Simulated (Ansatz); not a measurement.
Where the default PAW files enter, the runs use the earlier of Ansatz's two default sets.

Tunnelling through a barrier is set by its complex band structure: the current falls as exp(−2κd) with the smallest κ.

```
CELL_PARAMETERS angstrom
      3.14335     0.00000     0.00000
      0.00000     6.60370     0.00000
      0.00000     3.30185     3.30185
ATOMIC_POSITIONS crystal
  Sn 0.50000 0.50000 0.00000
  Sn 0.00000 0.00000 0.00000
  O  0.50000 0.80597 0.00000
  O  0.50000 0.19403 0.00000
  O  0.00000 0.30597 0.38806
  O  0.00000 0.69403 0.61194
```

Space group of this cell: P4_2/mnm, rutile. The cell is strained (all lengths scaled by 0.98); by r2SCAN its mean pressure is 13.7 GPa.

Transport runs along the normal of the first two printed cell vectors, the (110) plane of the conventional cell.

No gap correction and no spin-orbit coupling; mid-gap values are interpolated between computed energies.

### Question
Predict the band gap and the smallest decay constant κ at mid-gap from r2SCAN run with Ansatz (a program for electronic structure).

### Answer
Gap 2.48 eV on a 10×10×10 mesh; κ = 0.240 1/Å, at the zone centre.
